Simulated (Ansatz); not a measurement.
Ansatz (an electronic-structure program) run on ScOs₃ (I4/mmm, 4 atoms in the cell): self-consistent single point.

Level of theory: revPBE, default PAW files made with PBE (plane waves; Ansatz).

The change in words: lattice scaled by 1.015. Reference geometry:
```
CELL_PARAMETERS angstrom
     -1.94743     1.94743     4.33779
      1.94743    -1.94743     4.33779
      1.94743     1.94743    -4.33779
ATOMIC_POSITIONS crystal
  Os 0.50000 0.50000 0.00000
  Os 0.75000 0.25000 0.50000
  Os 0.25000 0.75000 0.50000
  Sc 0.00000 0.00000 0.00000
```

Reference input (self-consistent single point, DFT, revPBE, plane waves, default PAW files made with PBE): basis.ecutwfc = 420 eV; kpoints.mp_grid.grid = 13 13 13; hamiltonian.xc = revpbe; hamiltonian.pseudopotentials = {kind: paw} (the program's default PAW files); scf.occupations.method = methfessel_paxton; scf.occupations.width = 0.136 eV. This run's input differs from it in these lines:

```diff
@@ -3,5 +3,5 @@
   lattice:
-    - [-1.947430, 1.947430, 4.337791]
-    - [1.947430, -1.947430, 4.337791]
-    - [1.947430, 1.947430, -4.337791]
+    - [-1.976641, 1.976641, 4.402858]
+    - [1.976641, -1.976641, 4.402858]
+    - [1.976641, 1.976641, -4.402858]
   atoms:
```

The program printed (abridged):

```
SCF iter   1: F=—  HF=-36319.668641 eV  |F-HF|=—  |Δ(HF+E_count)|=         —  Δρ=1.22e-2  dr2=2.06e-1  ethr=1.77e-3  ⟨swp⟩=3.6  Hψ=21560  notcnv=0
all-band conjugate gradients solve this SCF's bands
preconditioner: auto → Kerker (q_TF=auto, 2.659 Å⁻¹)
SCF iter   2: F=—  HF=-36319.657243 eV  |F-HF|=—  |Δ(HF+E_count)|=   1.14e-2  S|Δr|=    0.00e0  Δρ=6.43e-3  dr2=6.10e-2  ethr=3.49e-4  ⟨swp⟩=1.0  Hψ=8624  notcnv=0
   [... lines left out ...]
SCF iter   5: F=—  HF=-36319.651665 eV  |F-HF|=—  |Δ(HF+E_count)|=   2.83e-6  S|Δr|=    0.00e0  Δρ=4.78e-5  dr2=1.74e-6  ethr=5.61e-8  ⟨swp⟩=2.4  Hψ=10072  notcnv=0
SCF iter   6: F=—  HF=-36319.651665 eV  |F-HF|=—  |Δ(HF+E_count)|=   1.13e-7  S|Δr|=    0.00e0  Δρ=1.21e-5  dr2=1.09e-7  ethr=1.69e-10  ⟨swp⟩=6.9  Hψ=26619  notcnv=0
SCF iter   7: F=-36319.651665 eV  HF=-36319.651665 eV  |F-HF|=9.46e-11  |Δ(HF+E_count)|=   3.57e-9  S|Δr|=    0.00e0  Δρ=2.28e-6  dr2=3.13e-9  ethr=1.69e-10  ⟨swp⟩=3.1  Hψ=19087  notcnv=0
SCF 1 converged in 7 iterations: F = -36319.651665 eV  dr2 = 3.13e-9
Stability not checked (fill_not_monotonic)
Free energy (F): -36319.651665 eV
Internal energy: -36319.657216 eV  (E = F + TS)
E sigma→0 (E₀):  -36319.653053 eV
Entropy (-TS):   0.005551 eV (1.388 meV/atom)
Fermi energy:    18.370287 eV
--- Forces (eV/Å), atoms counted from 1 ---
  atom   1  Os     0.00000000     0.00000000    -0.00000000
   [... zero for the other atoms too ...]
--- Stress (GPa, compression-positive) ---
      -16.575110       0.000000       0.000000
        0.000000     -16.575110       0.000000
       -0.000000       0.000000     -23.279082
  P = ⅓ Tr σ = -18.8098 GPa (-188.098 kbar)
  The stress holds the Pulay correction. Without it, at fixed plane waves, as pw.x and ABINIT print it: P = -18.8685 GPa
```

The run converged in 7 iterations. Against the reference run the free energy goes up by 70.8 meV/atom and the pressure goes from -11.04 to -18.81 GPa.

The starting cell was generated: these elements placed on a structure prototype, without a prior relaxation; it need not be a known phase or ordering of this composition. Its lattice was rescaled by a random factor within 2.5 % of one. For this run, on top of that: lattice scaled by 1.015. Spin polarisation is off. Ansatz's pressure includes its estimate of the finite-basis (Pulay) stress.

Keys are those of Ansatz 0.2.
